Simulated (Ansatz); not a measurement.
Rh2O3 (R-3c, No. 167, 10 atoms in the cell; start mp-542734) was calculated with PBEsol (Ansatz, a first-principles code, plane waves, PAW).

Run with plane-wave cutoff 500 eV, 10×10×10 k mesh, gaussian smearing 0.02 eV, no spin polarisation, scalar-relativistic PAW data made under PBE.

Cell (relaxed at this level):

```cif
data_O6Rh4
_chemical_formula_sum 'Rh4 O6'
_space_group_name_H-M_alt 'P 1'
_space_group_IT_number 1
_cell_length_a 5.47074
_cell_length_b 5.47074
_cell_length_c 5.47074
_cell_angle_alpha 55.667
_cell_angle_beta 55.667
_cell_angle_gamma 55.667
loop_
_space_group_symop_operation_xyz
  'x, y, z'
loop_
_atom_site_label
_atom_site_type_symbol
_atom_site_fract_x
_atom_site_fract_y
_atom_site_fract_z
_atom_site_occupancy
Rh1 Rh 0.84935 0.84935 0.84935 1
Rh2 Rh 0.15065 0.15065 0.15065 1
Rh3 Rh 0.65065 0.65065 0.65065 1
Rh4 Rh 0.34935 0.34935 0.34935 1
O1 O 0.04967 0.45033 0.75000 1
O2 O 0.95033 0.54967 0.25000 1
O3 O 0.75000 0.04967 0.45033 1
O4 O 0.25000 0.95033 0.54967 1
O5 O 0.45033 0.75000 0.04967 1
O6 O 0.54967 0.25000 0.95033 1
```

Question: Give the computed band gap.

Answer: 
* **band gap**: 0.63 eV (on the SCF k mesh)

Note: the relaxation could not lower the start's symmetry, so the cell can be a saddle point above a distorted one.

Spin–orbit coupling is not included.

Computed values are for the static lattice.

Cost on a shared machine: about 3.0 core-minutes (a rough figure).

A start named mp-… is a Materials Project structure, which need not be a measured phase.
